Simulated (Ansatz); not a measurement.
## Pd: energy against volume

Pd (fcc, Fm-3m, 14.152 Å³/atom and stress up to 0.01 GPa in the relaxed cell, cube axes along x, y and z) under hydrostatic pressure, with the cell free. LDA in Ansatz, a plane-wave DFT program (PAW, default set), 420 eV, 21×21×21 Γ-centred mesh, Fermi-Dirac smearing 0.05 eV.

Here V stands for volume and E for E less E0.

```
volume (Å³/atom)  E less E0 (meV/atom)  pressure (GPa)
----------------  --------------------  --------------
14.2804                           0.92           -2.01
14.2153                           0.25           -1.01
14.1516                           0.00            0.00
14.0965                           0.11            0.89
14.0248                           0.72            2.09
13.8871                           3.43            4.50
13.6509                          13.12            9.00
13.3705                          33.78           15.00
12.7927                              ?               ?
```

The 8 complete rows are fitted with the third-order Birch-Murnaghan form, a cubic in V^(-2/3), E against V. With u = V^(-2/3) - 0.1725, the rows have u = -0.0026079, -0.0020896, -0.0015787, -0.0011335, -0.0005500, 0.0005848, 0.0025757, 0.0050149. Least squares gives E = 1.778 + 2358.2·u + 785983·u² + 3237378·u³. Residuals (row less fit): 0.004, -0.003, -0.001, 0.000, 0.002, 0.003, -0.002, 0.001; standard error 0.003 (degrees of freedom: 4). Its minimum lies at u = -0.0015143, so V0 = (0.1709857)^(-3/2) = 14.14. There d²E/du² = 1543000 and d³E/du³ = 1.942e7, so B0 = (4/9) × 14.14^(-7/3) × 1543000 × 0.160218 = 227 GPa (the last factor turns the table's units into GPa), and B0' = 4 + (2/3) × 0.1709857 × (1.942e7)/1543000 = 5.4. B0' rests on the cubic coefficient alone and has a standard error of 0.1 from these residuals.

Estimate the missing E (V = 12.7927); what did the run itself give?

u = 0.0103206, so E = 1.778 + 2358.2 × 0.0103206 + 785983 × 0.0103206² + 3237378 × 0.0103206³ = 113.394 meV/atom. The calculation gives 113.26 meV/atom, 0.134 meV/atom below the prediction (0.1 % of the range of E in the table). The row lies outside the fitted rows, so this is an extrapolation. The scatter of the fitted rows lies at the last printed digit.

In a metal these values are sensitive to mesh and smearing; energies are taken to zero smearing, stresses follow the free energy. The runs aren't spin-polarised. Other structures, which can take over under pressure, weren't tried. The same form fitted to the pressure column gives B0' = 5.4; series where the two differ by over 0.4 aren't shown. Rows are the converged runs of the series near zero and its far end, less any whose ions stayed unrelaxed beside relaxed ones; series whose fitted rows scatter by over a few per cent of the range, as at a crossing or softening among them, aren't shown in this form.
